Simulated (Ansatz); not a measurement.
Start from SnSe₂ in the CdI2 type structure (space group P-3m1, No. 164; a = 3.8403 Å, c = 6.0057 Å; layered, stacked along the Cartesian z axis).

Computed with PBE-D3(BJ) in Ansatz (plane waves to 420 eV, PAW, spin-orbit coupling left out).

One change was made to it. Results:

```csv
quantity,base,after
shortest interatomic distance,2.730 Å,2.537 Å
band gap,0.36 eV,zero
density,5.99 g/cm³,9.14 g/cm³
```

Task: Which change produced these results?
A. pressure 50 GPa
B. pressure 3 GPa
C. pressure −1 GPa

Result: A, pressure 50 GPa. For comparison, the shortest interatomic distance in the other runs: pressure −1 GPa gives 2.738 Å; pressure 3 GPa gives 2.710 Å.

The mesh was chosen for an insulator and is coarse for the gapless case. Load acts through the strain it causes; cell and atoms are relaxed under it. Whether these cells are dynamically stable was not tested. No other phases were tried under pressure. All final runs are without spin polarisation. The zero or small gap of SnSe2 under pressure 3 GPa can change with the level of theory.

Ansatz is a program for electronic structure.
